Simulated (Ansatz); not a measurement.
TaCr2 (Fd-3m, No. 227; cell taken from a computed entry) was calculated with PBEsol (Ansatz, a first-principles code, plane waves, PAW).

Numerical settings: plane-wave cutoff 500 eV, 14×14×14 k mesh, Fermi–Dirac smearing 0.1 eV, no spin polarisation, scalar-relativistic PAW data made under PBE.

Computed at the level's own relaxed cell.

**Question.** Give the computed volume per atom and lattice parameter a.

**Answer.** 
* **volume per atom**: 13.44 Å³/atom
* **lattice parameter a**: 6.858 Å

The run finds no gap.

Note: the relaxation could not lower the start's symmetry, so the cell can be a saddle point above a distorted one.

Spin–orbit coupling is not included.

Computed values are for the static lattice.

The result took roughly 2.4 core-minutes.
